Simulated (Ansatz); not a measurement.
Some atoms of an NVE trajectory of composition GaSi15, cell Ga4Si60, first heated far above this temperature, then brought to it [in the run: it was liquid; mean temperature 2072 K (target 2090 K); density 2.60 g/cm³]; time step 2.0 fs, velocity Verlet. These are PBE (plane waves, PAW; Ansatz, a quantum-chemistry and plane-wave program) values and carry that method's errors. On the run's last frame a denser k-mesh moved the forces by 0.103 eV/Å rms, the static pressure by 0.11 GPa and the free energy by 5 meV/atom, which is about how far such values are converged.

```csv
atom,mass (u),x y z (Å),v (Å/fs),F (eV/Å)
Si7,28.085,7.90072 11.47594 5.59012,0.004255 -0.006527 -0.002421,0.1714 0.3630 0.6162
Si16,28.085,15.72520 4.71423 11.01600,0.004207 0.004701 -0.004951,1.1112 0.7021 0.1534
Si25,28.085,1.21998 1.71027 9.37056,-0.000616 -0.013440 0.010145,-1.7898 -0.8269 0.0310
Si45,28.085,3.33342 13.94217 0.43944,-0.001248 -0.011565 -0.003813,0.2775 -0.0270 0.8451
```

Give their positions one step later.

x' = x + vΔt + FΔt²/(2m), with 1 eV/(Å·u) = 0.0096485 Å/fs².
| atom | x' y' z' (Å) |
|---|---|
| Si7 | 7.90935 11.46314 5.58571 |
| Si16 | 15.73438 4.72411 11.00621 |
| Si25 | 1.21752 1.68283 9.39087 |
| Si45 | 3.33112 13.91903 0.43239 |
